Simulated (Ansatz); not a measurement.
## A constructed model of the (111) surface of fcc Ir, a layer of V in place of the second plane (bottom of the slab: a bare face, its two planes held)

Calculation: PBE (plane waves to 420 eV, PAW; Ansatz, an electronic-structure program).

Model: 6-atom slab, 11.3 Å thick at the start with caps and adatoms (thin: gaps and levels are the slab's own), 16x16x1 mesh, Fermi-Dirac 0.1 eV, dipole correction, 2 atoms held, the rest relaxed; symmetry of the start imposed; spin-polarised, no spin-orbit, no U. The starting moment vanished. It is one candidate, not shown to be the stable structure of the face.

```yaml
work_function_of_the_top_face: 4.83 eV
energy_released_by_relaxation: 0.44 eV
magnetic_moment_of_the_cell: 0.00 μB
cost: very roughly 2.7 core-minutes
```
